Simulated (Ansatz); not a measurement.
# Short convergence ladders for the (001) slab of CoSn (cut from a parent of space group no. 191; 12 atoms in the cell)

```
CELL_PARAMETERS angstrom
      5.21981     0.00000     0.00000
     -2.60990     4.52049     0.00000
      0.00000     0.00000    20.25000
ATOMIC_POSITIONS crystal
  Co 0.00000 0.50000 0.44856
  Co 0.50000 0.00000 0.44856
  Co 0.50000 0.50000 0.44856
  Sn 0.66667 0.33333 0.34568
  Sn 0.33333 0.66667 0.34568
  Sn 0.00000 0.00000 0.44856
  Co 0.00000 0.50000 0.65432
  Co 0.50000 0.00000 0.65432
  Co 0.50000 0.50000 0.65432
  Sn 0.66667 0.33333 0.55144
  Sn 0.33333 0.66667 0.55144
  Sn 0.00000 0.00000 0.65432
```

Base method: LDA (PW92), default PAW files made with PBE (plane waves; Ansatz, a program for electronic structure).

Base settings: basis.ecutwfc = 30.9 Ry; kpoints.mp_grid.grid = 4 4 1; hamiltonian.xc = lda; hamiltonian.pseudopotentials = {kind: paw} (the program's default PAW files); scf.occupations.method = gaussian; scf.occupations.width = 0.0073 Ry.

The count of work is k-points × plane waves × bands × iterations; it is no time. 

**The vacuum with a dipole correction**

In this ladder: efield.axis = 3; efield.dipole_correction = true.

The mesh stays at the base's, so the ladder's end is converged at best in this setting alone.

Only quantities that move along the ladder and can be compared are tabulated.

```csv
vacuum between outermost atoms (Å),free energy less the last step's (meV/atom),largest difference of a force vector from the last step's (eV/Å)
6.0,-1.23,0.024
8.0,0.03,0.001
10.0,0.00,0.000
14.0,-0.01,0.000
20.0,0.00,0.000
```

Smallest vacuum between outermost atoms (Å) that holds the free energy within 1 meV/atom of the last step, with all finer ones: 8.0; the step before is off by 1.2 meV/atom.

Smallest vacuum between outermost atoms (Å) that holds the forces within 0.005 eV/Å of the last step, with all finer ones: 8.0; the step before is off by 0.024 eV/Å.

**The plane-wave cutoff**

The mesh stays at the base's, so the ladder's end is converged at best in this setting alone.

Only quantities that move along the ladder and can be compared are tabulated.

```tsv
basis.ecutwfc	free energy less the last step's (meV/atom)	largest difference of a force vector from the last step's (eV/Å)	count of work / last
15.4 Ry	9638.81	1.031	0.15
18.4 Ry	2297.17	0.273	0.20
21.7 Ry	389.50	0.118	0.26
26.1 Ry	26.61	0.024	0.25
30.9 Ry	2.60	0.003	0.35
37.1 Ry	1.23	0.001	0.47
46.3 Ry	0.54	0.000	0.60
61.7 Ry	0.00	0.000	1.0
```

Coarsest basis.ecutwfc that holds the forces within 0.02 eV/Å of the last step, with all finer ones: 30.9 Ry, at 0.35 of the last step's count of work; the step before is off by 0.024 eV/Å.

Coarsest basis.ecutwfc that holds the free energy within 5 meV/atom of the last step, with all finer ones: 30.9 Ry, at 0.35 of the last step's count of work; the step before is off by 27 meV/atom.

On the base run: the starting cell comes from a database of computed structures (which also holds hypothetical and non-ambient phases and stackings), without a prior relaxation at this level. The slab is cut from that crystal, and its faces are unrelaxed. Its lattice was rescaled by up to half a per cent. Spin polarisation is off. In the base run, forces exceed 1 eV/Å.

Keys are those of Ansatz 0.2.
